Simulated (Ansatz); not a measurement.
For Ge (model structure, started from the beta-W type, Pm-3n, No. 223, 8 atoms in the cell), LDA in Ansatz (plane waves, PAW) gives:

```
Item                        Value
-------------------  ------------
lattice parameter a       5.280 Å
bulk modulus B0          75.1 GPa
cohesive energy      4.22 eV/atom
```

Task: What does r²SCAN (Ansatz, a first-principles code, plane waves, PAW) give for the same quantities?

Result: 
- lattice constant a: 5.364 Å (grows by 1.6 %)
- bulk modulus: 66.0 GPa (shrinks by 12 %)
- cohesive energy: 3.24 eV/atom (decreases by 0.98 eV/atom)

Changes are worked out from the printed values.

Unless a cell is named, each level is at its own relaxed cell (LDA 18.40, r²SCAN 19.29 Å³/atom).

Caveats: the bulk modulus is −V dP/dV from two relaxed cells at ±2 % in volume (LDA, r²SCAN). Ansatz's density-functional and Hartree–Fock values are scalar-relativistic unless marked +SOC, with PAW data made under PBE.

A model structure was made by putting elements into a prototype or built by hand; it is no filed structure, need not be a known phase, and can be a saddle point held by its symmetry.
